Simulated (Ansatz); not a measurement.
Worked example: self-consistent single point of a (100) slab of ZnSb2 (cut from a parent of space group no. 118; 6 atoms in the cell) in Ansatz (a program for electronic structure).

Method: PBEsol, default PAW files made with PBE (plane waves; Ansatz).

The change in words: vacuum of 4 angstrom (first run: 14 Å). Reference geometry:
```xyz
6
Lattice="6.7998 0.0000 0.0000 0.0000 3.2104 0.0000 0.0000 0.0000 19.4006" Properties=species:S:1:pos:R:3 pbc="T T T"
Zn     3.3999     1.6052     8.0004
Zn     0.0000     0.0000    11.4003
Sb     2.3996     0.8026    10.4000
Sb     1.0003     2.4078     7.0000
Sb     4.4002     0.8026    12.4006
Sb     5.7995     2.4078     9.0007
```

Reference input (self-consistent single point, DFT, PBEsol, plane waves, default PAW files made with PBE): basis.ecutwfc = 30.9 Ry; kpoints.mp_grid.grid = 3 6 1; hamiltonian.xc = pbesol; hamiltonian.pseudopotentials = {kind: paw} (the program's default PAW files); scf.occupations.method = gaussian; scf.occupations.width = 0.0073 Ry. This run's input differs from it in these lines:

Ansatz 0.2 input:
```diff
@@ -4,10 +4,10 @@
     - [0.00000000, 3.21038700, 0.00000000]
-    - [0.00000000, 0.00000000, 19.40059000]
+    - [0.00000000, 0.00000000, 9.40058100]
   atoms:
-    - { symbol: Zn, position: [0.50000000, 0.50000000, 0.41237900] }
-    - { symbol: Zn, position: [0.00000000, 0.00000000, 0.58762600] }
-    - { symbol: Sb, position: [0.35289000, 0.25000000, 0.53606600] }
-    - { symbol: Sb, position: [0.14711000, 0.75000000, 0.36081400] }
-    - { symbol: Sb, position: [0.64711000, 0.25000000, 0.63918600] }
-    - { symbol: Sb, position: [0.85289000, 0.75000000, 0.46393900] }
+    - { symbol: Zn, position: [0.50000000, 0.50000000, 0.31917100] }
+    - { symbol: Zn, position: [0.00000000, 0.00000000, 0.68083900] }
+    - { symbol: Sb, position: [0.35289000, 0.25000000, 0.57443200] }
+    - { symbol: Sb, position: [0.14711000, 0.75000000, 0.21275300] }
+    - { symbol: Sb, position: [0.64711000, 0.25000000, 0.78724700] }
+    - { symbol: Sb, position: [0.85289000, 0.75000000, 0.42557900] }
 basis:
```

Output (repeated stretches shortened):

```
SCF iter   1: F=—  HF=-32192.140804 eV  |F-HF|=—  |Δ(HF+E_count)|=         —  Δρ=3.48e-3  dr2=3.45e-2  ethr=1.77e-3  ⟨swp⟩=10.1  Hψ=2319  notcnv=0  defer=2
all-band conjugate gradients solve this SCF's bands
preconditioner: auto → LDOS
SCF iter   2: F=—  HF=-32192.135860 eV  |F-HF|=—  |Δ(HF+E_count)|=   4.94e-3  Δρ=2.71e-3  dr2=1.32e-2  ethr=4.11e-5  ⟨swp⟩=2.0  Hψ=1073  notcnv=0  defer=18
   [... lines left out ...]
SCF iter   5: F=—  HF=-32192.130393 eV  |F-HF|=—  |Δ(HF+E_count)|=   1.14e-4  Δρ=1.06e-4  dr2=4.84e-5  ethr=6.15e-7  ⟨swp⟩=2.0  Hψ=962  notcnv=0  defer=8
SCF iter   6: F=—  HF=-32192.130405 eV  |F-HF|=—  |Δ(HF+E_count)|=   1.24e-5  Δρ=2.85e-5  dr2=3.07e-6  ethr=5.77e-8  ⟨swp⟩=2.0  Hψ=564  notcnv=0  defer=8
SCF iter   7: F=—  HF=-32192.130406 eV  |F-HF|=—  |Δ(HF+E_count)|=   3.74e-7  Δρ=8.44e-6  dr2=2.43e-7  ethr=3.66e-9  ⟨swp⟩=2.0  Hψ=700  notcnv=0  defer=8
SCF iter   8: F=-32192.130406 eV  HF=-32192.130406 eV  |F-HF|=2.26e-10  |Δ(HF+E_count)|=   2.24e-8  Δρ=2.42e-6  dr2=1.83e-8  ethr=1.19e-10  ⟨swp⟩=11.5  Hψ=2209  notcnv=0
SCF 1 converged in 8 iterations: F = -32192.130406 eV  dr2 = 1.83e-8
Free energy (F): -32192.130406 eV
Internal energy: -32192.109258 eV  (E = F + TS)
E sigma→0 (E₀):  -32192.119832 eV
Entropy (-TS):   -0.021148 eV (-3.525 meV/atom)
Fermi energy:    5.963232 eV
--- Forces (eV/Å), atoms counted from 1 ---
  atom   1  Zn    -0.31145866     0.26080333     0.10201183
  atom   2  Zn    -0.31145866     0.26080333    -0.10201183
  atom   3  Sb    -0.12615874    -0.18515334     0.16072202
  atom   4  Sb     0.43761220    -0.07565636    -0.50669037
  atom   5  Sb     0.43761220    -0.07565636     0.50669037
  atom   6  Sb    -0.12615874    -0.18515334    -0.16072202
--- Stress (GPa, compression-positive) ---
       -0.931411       0.268713       0.000000
        0.268713      -6.365012       0.000000
        0.000000       0.000000       1.548721
  P = ⅓ Tr σ = -1.9159 GPa (-19.159 kbar)
  The stress holds the Pulay correction. Without it, at fixed plane waves, as pw.x and ABINIT print it: P = -1.9494 GPa
```

The run converged in 8 iterations. Against the reference run the free energy is nearly the same (within 1 meV/atom) and the largest force goes from 0.766 to 0.674 eV/Å.

The starting cell comes from a database of computed structures (which also holds hypothetical and non-ambient phases and stackings), without a prior relaxation at this level. The slab is cut from that crystal, and its faces are unrelaxed. Its lattice was rescaled by up to half a per cent. Spin-orbit coupling is off.
